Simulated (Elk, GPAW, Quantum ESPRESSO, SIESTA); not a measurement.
One structure in several programs: MnI2 (P-3m1, 3 atoms in the cell)

Self-consistent single point.

```xyz
3
Lattice="4.1686 0.0000 0.0000 -2.0843 3.6101 0.0000 0.0000 0.0000 7.1462" Properties=species:S:1:pos:R:3 pbc="T T T"
Mn     0.0000     0.0000     0.0000
I      0.0000     2.4067     1.6500
I      2.0843     1.2034     5.4962
```
Moments meant for the start (each program seeds them in its own way; μB, in the order of the atoms Mn I I): 4.0 0.0 0.0.

Shared settings, as Quantum ESPRESSO writes them: occupations = smearing; smearing = fd; degauss = 0.0036749 Ry; nspin = 2; K_POINTS = automatic 5 5 3 0 0 0. Potentials and cutoffs stand in the table.

```
code                                                                                                                                        model  pressure (GPa)  largest force (eV/Å)  gap on the mesh (eV)  size of the net moment (μB/atom)       cutoff
----------------  -------------------------------------------------------------------------------------------------------------------------------  --------------  --------------------  --------------------  --------------------------------  -----------
GPAW                                                                                      PBEsol+U, GPAW PAW datasets PBEsol (made by gpaw-setup)           -0.24                 0.033                 2.808                              1.67       850 eV
Elk                                           PBEsol+U, all-electron FP-LAPW, Elk's shipped species files, APW+lo basis with extra local orbitals               –                     –                 2.597                              1.67     rgkmax 8
SIESTA            GGA PBEsol+U, numerical atomic orbitals DZP, PseudoDojo PBEsol standard norm-conserving potentials (rewritten from UPF to PSML)           -2.29                 0.021                 3.224                              1.67  grid 400 Ry
Quantum ESPRESSO                                                          PBEsol+U, PseudoDojo standard norm-conserving (PBESOL) pseudopotentials            0.08                 0.080                 2.731                              1.67       100 Ry
```

Hubbard term: atomic; U Mn-3d 4 eV.

A dash marks a value that a program does not give, or that is left out as unsure.

Gaps are read on the mesh.

On GPAW's run: spin-orbit coupling is off. With one magnetic atom in the cell only a parallel order is possible. With U or open f shells several self-consistent states can exist.

The spread over the programs that give each value: pressure within 2.37 GPa; largest force within 0.059 eV/Å; gap on the mesh within 0.627 eV; size of the net moment within 0.00 μB/atom.

SIESTA uses small atom-centred bases, whose incompleteness enters pressures, forces and empty levels differently from a plane-wave cutoff. Elk treats all electrons, but the usual bases taken here (sphere radii, linearisation, local orbitals, empty states) were not tested for convergence, so the values are no reference for the others. The same U acts on different projectors in each program, which moves gaps, moments and pressures. In the pressure, SIESTA (by 2.21) lies more than 1 GPa from the median of the plane-wave programs. In the gap, Elk (by 0.173) and SIESTA (by 0.454) lie more than 0.12 eV from the median of the plane-wave programs.

The starting cell comes from a database of computed structures (which also holds hypothetical and non-ambient phases and stackings), without a prior relaxation at this level.

Left out of this page: Ansatz (with a known weakness of the program).
